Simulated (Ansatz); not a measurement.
Output of an Ansatz run (abridged):

```
WARN ansatz: RAYON_NUM_THREADS=1 ignored (pool sized by the plan → 1); use --threads N
Pseudopotentials: kind: paw
Pseudopotential: K, paw, valence charge 9
Pseudopotential: Ca, paw, valence charge 10
Pseudopotential: F, paw, valence charge 7
Crystal: 5 atoms, lattice volume = 89.212 Å³
Basis set: ecut = 420 eV, 1743 PW (Γ)
Bands: 25, of which v1, the nominal top of the filled ones, is band 20 counted from 1 (19 counted from 0)
Symmetry: 48 space group operations
Space group: Pm-3m (ITA 221), of the structure as read, at distance tolerance 4.5e-5 Å
k-points: 20 of 216
PAW frozen core: K, regenerated for the run's functional, and the local potential with it
PAW frozen core: Ca, regenerated for the run's functional, and the local potential with it
PAW frozen core: F, regenerated for the run's functional, and the local potential with it
Initial density: superposition of atomic densities (neutral atoms: chi_scale 0, normalization atom), corrected by the library's trained network
Initial wavefunctions: pseudopotential atomic-orbital guess
Eigensolver: davidson
Functional: x = slater, c = lda
SCF iter   1: F=—  HF=-5659.031641 eV  |F-HF|=—  |Δ(HF+E_count)|=         —  Δρ=1.66e-2  dr2=1.83e-1  ethr=1.77e-3  ⟨swp⟩=5.5  Hψ=2041  notcnv=0  defer=50
all-band conjugate gradients solve this SCF's bands
preconditioner: auto → Resta (q_TF=auto, 2.387 Å⁻¹)
SCF iter   2: F=—  HF=-5658.984862 eV  |F-HF|=—  |Δ(HF+E_count)|=   4.68e-2  Δρ=5.91e-3  dr2=1.11e-2  ethr=4.59e-4  ⟨swp⟩=2.0  Hψ=931  notcnv=0  defer=48
SCF iter   3: F=—  HF=-5658.981674 eV  |F-HF|=—  |Δ(HF+E_count)|=   3.19e-3  Δρ=2.04e-3  dr2=2.05e-3  ethr=2.78e-5  ⟨swp⟩=2.2  Hψ=754  notcnv=0  defer=54
SCF iter   4: F=—  HF=-5658.981081 eV  |F-HF|=—  |Δ(HF+E_count)|=   5.92e-4  Δρ=2.79e-4  dr2=5.86e-5  ethr=5.13e-6  ⟨swp⟩=3.2  Hψ=890  notcnv=0  defer=56
SCF iter   5: F=—  HF=-5658.981082 eV  |F-HF|=—  |Δ(HF+E_count)|=   5.44e-7  Δρ=3.36e-5  dr2=7.71e-7  ethr=1.46e-7  ⟨swp⟩=2.0  Hψ=757  notcnv=0  defer=42
SCF iter   6: F=-5658.981082 eV  HF=-5658.981082 eV  |F-HF|=1.48e-9  |Δ(HF+E_count)|=   6.87e-7  Δρ=6.03e-6  dr2=3.30e-8  ethr=2.50e-10  ⟨swp⟩=11.0  Hψ=3018  notcnv=0
SCF 1 converged in 6 iterations: F = -5658.981082 eV  dr2 = 3.30e-8
SCF converged after 6 iterations
Free energy (F): -5658.981082 eV
Harris-Foulkes:  -5658.981082 eV  (|F-HF|=1.48e-9)
Internal energy: -5658.981082 eV  (E = F + TS)
E sigma→0 (E₀):  -5658.981082 eV
Fermi energy:    0.796200 eV
--- Per-component energies (eV) ---
  E_band       = -373.041340
  E_kinetic    = 1146.769179
  E_local      = -3233.095513  (includes V_loc(G=0)·N_el)
  E_nonlocal   = 309.047626
  E_hartree    = 1169.503361
  E_xc         = -503.273540
  E_vxc        = -637.882707  (∫ρ·V_xc dr)
  E_paw        = -2121.002403  (= ΣΔE_a)
  E_vpaw       = -296.897959  (= ΣTr[D̂ρ^β])
  E_aug_tail   = 0.006080  (compensation charges beyond the density's cutoff)
  E_ewald      = -2427.816294
  E_core_change = 0.880421  (= ΣΔE_core)
  E_smearing   = -0.000000  (= −TS)
  E_closure    = 0.000000  (closes the sum)
  Σ components = -5658.981082   (vs F -5658.981082, Δ=0.00e0)
--- Forces (eV/Å), atoms counted from 1 ---
  atom   1  K      0.00000000     0.00000000     0.00000000
   [... zero for the other atoms too ...]
  max |Σ_I F_I| component: 5.24e-29 eV/Å
--- Stress (GPa, compression-positive) ---
       -4.990337      -0.000000       0.000000
       -0.000000      -4.990337       0.000000
        0.000000       0.000000      -4.990337
  P = ⅓ Tr σ = -4.9903 GPa (-49.903 kbar)
  The stress holds the Pulay correction. Without it, at fixed plane waves, as pw.x and ABINIT print it: P = -5.5631 GPa
--- Band table (eV; the first three rows and the last of 20) ---
  k-point 0: bands = ["-34.1607", "-25.4111", "-18.0066", "-17.8903", "-17.8903", "-15.5736", "-15.5736", "-15.5736", "-9.0633", "-9.0633", "-9.0633", "-0.1036", "-0.1036", "-0.1036", "0.4019", "0.4019", "0.4019", "0.6213", "0.6213", "0.6213", [...]
  k-point 1: bands = ["-34.1593", "-25.4101", "-18.0984", "-17.9542", "-17.8896", "-15.5722", "-15.5722", "-15.3499", "-9.0688", "-9.0612", "-9.0612", "-0.2092", "-0.0903", "-0.0903", "0.3565", "0.3565", "0.3683", "0.3813", "0.5973", "0.5973", [...]
  k-point 2: bands = ["-34.1566", "-25.4082", "-18.3353", "-17.9723", "-17.8882", "-15.5695", "-15.5695", "-14.9537", "-9.0797", "-9.0568", "-9.0568", "-0.5128", "-0.0463", "-0.0463", "0.0397", "0.2399", "0.2399", "0.3031", "0.5631", "0.5631", [...]
  k-point 19: bands = ["-34.1445", "-25.4007", "-18.4359", "-18.4359", "-18.4359", "-14.7655", "-14.7655", "-14.7655", "-9.1247", "-9.1247", "-9.1247", "-0.9822", "-0.5475", "-0.5475", "-0.5158", "-0.5158", "-0.5158", "0.7962", "0.7962", "0.7962", [...]
```

The structure:

```xyz
5
Lattice="4.4683 0.0000 0.0000 0.0000 4.4683 0.0000 0.0000 0.0000 4.4683" Properties=species:S:1:pos:R:3 pbc="T T T"
K      2.2341     2.2341     2.2341
Ca     0.0000     0.0000     0.0000
F      0.0000     2.2341     0.0000
F      2.2341     0.0000     0.0000
F      0.0000     0.0000     2.2341
```

Q: What input produced this log?

A: Other spellings and defaults could give the same log, and not every line can be read from it. The input that was run (DFT, LDA (PW92), plane waves, default PAW files made with PBE):

Ansatz 0.2 input:
```yaml
crystal:
  lattice:
    - [4.468285, 0.000000, 0.000000]
    - [0.000000, 4.468285, 0.000000]
    - [0.000000, 0.000000, 4.468285]
  atoms:
    - { symbol: K, position: [0.500000, 0.500000, 0.500000] }
    - { symbol: Ca, position: [0.000000, 0.000000, 0.000000] }
    - { symbol: F, position: [0.000000, 0.500000, 0.000000] }
    - { symbol: F, position: [0.500000, 0.000000, 0.000000] }
    - { symbol: F, position: [0.000000, 0.000000, 0.500000] }
basis:
  ecutwfc: 420.0
kpoints:
  mp_grid: { grid: [6, 6, 6] }
hamiltonian:
  xc: lda
  pseudopotentials: { kind: paw }
scf:
  occupations: { method: fixed }
output:
  forces: true
  eigenvalues: true
  stress: true
```

The starting cell comes from a database of computed structures (which also holds hypothetical and non-ambient phases and stackings), without a prior relaxation at this level. Its lattice was rescaled by up to half a per cent. With a pressure of about -5 GPa the cell is away from its equilibrium volume at this level. Ansatz's pressure includes its estimate of the finite-basis (Pulay) stress. Without the estimate this run gives -5.56 GPa.

Ansatz is an electronic-structure program.
